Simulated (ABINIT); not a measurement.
# A self-consistent single point of Lu (Im-3m, 1 atom in the cell) with ABINIT

Method: LDA (PW92), PAW (JTH v2.0 LDA PAW) (plane waves; ABINIT).

Input as run:

```
# Lu, JTH v2.0 LDA PAW
pp_dirpath "./"
pseudos "Lu.LDA_PW-JTH.xml"
acell 3*1.0 Angstrom
rprim
        -1.9504300000    1.9504300000    1.9504300000
         1.9504300000   -1.9504300000    1.9504300000
         1.9504300000    1.9504300000   -1.9504300000
natom 1
ntypat 1
znucl 71
typat 1
xred    0.0000000000    0.0000000000    0.0000000000
ecut 24
pawecutdg 48
pawxcdev 0
occopt 7
tsmear 0.00999582
nband 18
kptopt 1
ngkpt 12 12 12
nshiftk 1
shiftk 0 0 0
nstep 50
toldfe 1.0e-09
prtwf 0
prtden 0
enunit 1
```

Log, with long lists cut:

```
 Symmetries : space group Im -3 m (#229); Bravais cI (body-center cubic)

 -outvars: echo values of preprocessed input variables --------
            acell      1.8897261329E+00  1.8897261329E+00  1.8897261329E+00 Bohr
             ecut      2.40000000E+01 Hartree
           enunit           1
              ixc       -1012
         kptrlatt       12    0    0      0   12    0      0    0   12
          kptrlen      7.66074684E+01
            natom           1
            nband          18
            ngfft          30      30      30
          ngfftdg          40      40      40
             nkpt          72
            nstep          50
             nsym          48
           ntypat           1
           occopt           7
        pawecutdg      4.80000000E+01 Hartree
         pawxcdev           0
            rprim     -1.9504300000E+00  1.9504300000E+00  1.9504300000E+00
                       1.9504300000E+00 -1.9504300000E+00  1.9504300000E+00
                       1.9504300000E+00  1.9504300000E+00 -1.9504300000E+00
          spgroup         229
           toldfe      1.00000000E-09 Hartree
           tsmear      9.99582000E-03 Hartree
            typat      1
           useylm           1
            znucl       71.00000

== DATASET  1 ==================================================================

 Real(R)+Recip(G) space primitive vectors, cartesian coordinates (Bohr,Bohr^-1):
 R(1)= -3.6857785  3.6857785  3.6857785  G(1)=  0.0000000  0.1356565  0.1356565
 R(2)=  3.6857785 -3.6857785  3.6857785  G(2)=  0.1356565  0.0000000  0.1356565
 R(3)=  3.6857785  3.6857785 -3.6857785  G(3)=  0.1356565  0.1356565  0.0000000
 Unit cell volume ucvol=  2.0028467E+02 bohr^3
 Angles (23,13,12)=  1.09471221E+02  1.09471221E+02  1.09471221E+02 degrees

 Coarse grid specifications (used for wave-functions):

 getcut: wavevector=  0.0000  0.0000  0.0000  ngfft=  30  30  30
         ecut(hartree)=     24.000   => boxcut(ratio)=   2.13089

 Fine grid specifications (used for densities):

 getcut: wavevector=  0.0000  0.0000  0.0000  ngfft=  40  40  40
         ecut(hartree)=     48.000   => boxcut(ratio)=   2.01028

   1.84902265E+03                                ecore*ucvol(ha*bohr**3)

_setup2: Arith. and geom. avg. npw (full set) are    1124.825    1124.801

--- !BeginCycle
solver: {iscf: 17, nstep: 50, nline: 4, wfoptalg: 10, }
tolerances: {toldfe: 1.00E-09, }
...

     iter   Etot(hartree)      deltaE(h)  residm     nres2
 ETOT  1  -274.37023180559    -2.744E+02 4.607E+01 1.103E+01
 ETOT  2  -278.50115045082    -4.131E+00 3.393E+00 2.063E+02
 ETOT  3  -278.12786358977     3.733E-01 1.288E+00 4.332E+00
 ETOT  4  -278.15610642886    -2.824E-02 3.017E-01 3.548E+00
 ETOT  5  -278.13310934350     2.300E-02 2.511E-01 8.371E-01
 ETOT  6  -278.13068761854     2.422E-03 1.071E-01 5.535E-01
   [... 9 lines left out ...]
 ETOT 16  -278.12498264387     2.478E-09 4.447E-04 1.308E-05
 ETOT 17  -278.12498262794     1.593E-08 1.238E-04 7.681E-06
 ETOT 18  -278.12498260288     2.506E-08 2.038E-04 2.948E-07
 ETOT 19  -278.12498260347    -5.958E-10 8.078E-05 7.053E-08
 ETOT 20  -278.12498260337     1.063E-10 9.992E-05 4.791E-09

 At SCF step   20, etot is converged :
  for the second time, diff in etot=  1.063E-10 < toldfe=  1.000E-09

 Cartesian components of stress tensor (hartree/bohr^3)
  sigma(1 1)=  1.84164313E-04  sigma(3 2)=  0.00000000E+00
  sigma(2 2)=  1.84164313E-04  sigma(3 1)=  0.00000000E+00
  sigma(3 3)=  1.84164313E-04  sigma(2 1)=  0.00000000E+00

 ----iterations are completed or convergence reached----

 reduced coordinates (array xred) for    1 atoms
       0.000000000000      0.000000000000      0.000000000000
 cartesian forces (eV/Angstrom) at end:
    1     -0.00000000000000    -0.00000000000000    -0.00000000000000
 frms,max,avg= 0.0000000E+00 0.0000000E+00   0.000E+00  0.000E+00  0.000E+00 e/A
 length scales=  1.889726132886  1.889726132886  1.889726132886 bohr
              =  1.000000000000  1.000000000000  1.000000000000 angstroms
 Fermi (or HOMO) energy (eV) =   5.82999   Average Vxc (eV)= -10.08579
 Eigenvalues (   eV  ) for nkpt=  72  k points:
 kpt#   1, nband= 18, wtk=  0.00058, kpt=  0.0000  0.0000  0.0000 (reduced coord)
 -50.58832  -21.00936  -21.00936  -21.00936   -0.22886    0.66565    0.66565    0.66565
   0.75443    0.75443    0.75443    0.77189    7.86036    7.86036    7.86036   10.09621
  10.09621   18.38556
 prteigrs : prtvol=0 or 1, do not print more k-points.

--- !EnergyTerms
comment             : Components of total free energy in Hartree
kinetic             :  1.42714286712645E+01
hartree             :  6.79791773106273E+01
xc                  : -5.52251786055922E+00
Ewald energy        : -1.54276829197479E+02
psp_core            :  9.23197307049360E+00
local_psp           : -1.65520596064632E+02
spherical_terms     : -4.42846089149619E+01
internal            : -2.78121972985247E+02
'-kT*entropy'       : -3.04203503429750E-03
total_energy        : -2.78125015020281E+02
total_energy_eV     : -7.56816654478513E+03
...

-Cartesian components of stress tensor (GPa)         [Pressure= -5.4183E+00 GPa]
- sigma(1 1)=  5.41830025E+00  sigma(3 2)=  0.00000000E+00
- sigma(2 2)=  5.41830025E+00  sigma(3 1)=  0.00000000E+00
- sigma(3 3)=  5.41830025E+00  sigma(2 1)=  0.00000000E+00

 Calculation completed.
```

The run converged in 20 iterations.

The starting cell was generated: these elements placed on a structure prototype, without a prior relaxation; it need not be a known phase or ordering of this composition. With a pressure of about -5 GPa the cell is away from its equilibrium volume at this level.

Cost on one core of a shared machine: roughly 3 min.
